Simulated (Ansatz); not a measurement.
Worked example: self-consistent single point of ZrSeS (P3m1, 3 atoms in the cell) in Ansatz (a first-principles code).

Level of theory: LDA (PW92), default PAW files made with PBE (plane waves; Ansatz).

```yaml
crystal:
  lattice:
    - [3.76127, 0.00000, 0.00000]
    - [-1.88064, 3.25736, 0.00000]
    - [0.00000, 0.00000, 6.25352]
  atoms:
    - { symbol: Zr, position: [0.00000, 0.00000, 0.02050] }
    - { symbol: Se, position: [0.66667, 0.33333, 0.75338] }
    - { symbol: S, position: [0.33333, 0.66667, 0.23411] }
```

Reference input (self-consistent single point, DFT, LDA (PW92), plane waves, default PAW files made with PBE): basis.ecutwfc = 420 eV; kpoints.mp_grid.grid = 8 8 4; hamiltonian.xc = lda; hamiltonian.pseudopotentials = {kind: paw} (the program's default PAW files); scf.occupations.method = fermi_dirac; scf.occupations.width = 0.02 eV. This run's input differs from it in these lines:

Ansatz 0.2 input:
```diff
@@ -13,3 +13,3 @@
 kpoints:
-  mp_grid: { grid: [8, 8, 4] }
+  mp_grid: { grid: [9, 9, 5] }
 hamiltonian:
```

Output (repeated stretches shortened):

```
SCF iter   1: F=—  HF=-10334.538215 eV  |F-HF|=—  |Δ(HF+E_count)|=         —  Δρ=5.87e-3  dr2=3.45e-2  ethr=1.77e-3  ⟨swp⟩=6.2  Hψ=4706  notcnv=0
all-band conjugate gradients solve this SCF's bands
preconditioner: auto → Resta (q_TF=auto, 2.383 Å⁻¹)
SCF iter   2: F=—  HF=-10334.531784 eV  |F-HF|=—  |Δ(HF+E_count)|=   6.43e-3  Δρ=2.79e-3  dr2=3.38e-3  ethr=1.01e-4  ⟨swp⟩=2.1  Hψ=1692  notcnv=0
   [... lines left out ...]
SCF iter   6: F=—  HF=-10334.531201 eV  |F-HF|=—  |Δ(HF+E_count)|=   1.68e-8  Δρ=2.58e-5  dr2=8.31e-7  ethr=2.26e-8  ⟨swp⟩=2.0  Hψ=1850  notcnv=0
SCF iter   7: F=-10334.531201 eV  HF=-10334.531201 eV  |F-HF|=1.11e-8  |Δ(HF+E_count)|=   2.62e-7  Δρ=6.93e-6  dr2=6.03e-8  ethr=2.94e-10  ⟨swp⟩=4.6  Hψ=3731  notcnv=0
the search or the solves at the SCF's close seem to have found levels that the self-consistency loop had missed (the run counts 1) …
SCF 1 converged in 7 iterations: F = -10334.531201 eV  dr2 = 6.03e-8
Free energy (F): -10334.531201 eV
Internal energy: -10334.531201 eV  (E = F + TS)
E sigma→0 (E₀):  -10334.531201 eV
Fermi energy:    7.395714 eV
--- Forces (eV/Å), atoms counted from 1 ---
  atom   1  Zr     0.00000000     0.00000000    -0.52537122
  atom   2  Se     0.00000000     0.00000000     0.65566488
  atom   3  S      0.00000000     0.00000000    -0.13030734
--- Stress (GPa, compression-positive) ---
       -5.452581       0.000000       0.000000
        0.000000      -5.452581      -0.000000
        0.000000       0.000000      -4.138778
  P = ⅓ Tr σ = -5.0146 GPa (-50.146 kbar)
  The stress holds the Pulay correction. Without it, at fixed plane waves, as pw.x and ABINIT print it: P = -5.0365 GPa
```

The run converged in 7 iterations. Against the reference run the free energy stays essentially unchanged (within 1 meV/atom), the pressure moves little (-5.00 to -5.01 GPa), the largest force hardly changes (0.659 to 0.656 eV/Å) and the gap on the mesh goes from 0.549 to 0.573 eV.

The starting cell comes from a database of computed structures (which also holds hypothetical and non-ambient phases and stackings), without a prior relaxation at this level. Its lattice was rescaled by up to half a per cent. One atom was moved a little off its site on purpose. With a pressure of about -5 GPa the cell is away from its equilibrium volume at this level. Ansatz's pressure includes its estimate of the finite-basis (Pulay) stress. Another mesh or the band path of this cell gives a smaller gap, so this value is not converged in the mesh.
